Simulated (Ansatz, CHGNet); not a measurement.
For AlB2-type TiB₂, the machine-learned potential CHGNet 0.3.0 (trained on PBE and PBE+U data) gives:

| Property | Value |
|---|---|
| lattice constant a | 3.035 Å |
| lattice parameter c | 3.218 Å |

Q: What does HSE06 (plane waves, PAW; Ansatz, a quantum-chemistry and plane-wave program) give for the same quantities?

A: 
- lattice constant a: 3.014 Å (shrinks by 0.7 %)
- lattice parameter c: 3.202 Å (shrinks by 0.5 %)

For comparison: lattice constant a 3.029 Å (measured, 293 K, not corrected to a static lattice; as tabulated in R. G. Munro, J. Res. NIST 105, 709 (2000), Material Properties of Titanium …); lattice parameter c 3.229 Å (measured, 293 K, no zero-point or thermal correction; as tabulated in R. G. Munro, J. Res. NIST 105, 709 (2000), Material Properties of Titanium …).

Changes are worked out from the printed values.

Unless a cell is named, each level is at its own relaxed cell (CHGNet 0.3.0 8.56, HSE06 8.40 Å³/atom).

The crystal itself was run without spin with HSE06; a magnetic state was not tried in these runs.

Caveats: exact exchange on metals is sensitive to the k mesh and can open a false gap (HSE06); the run warned that the count of filled bands differs between k points (HSE06). Ansatz's density-functional and Hartree–Fock values are scalar-relativistic unless marked +SOC, with PAW data made under PBE.
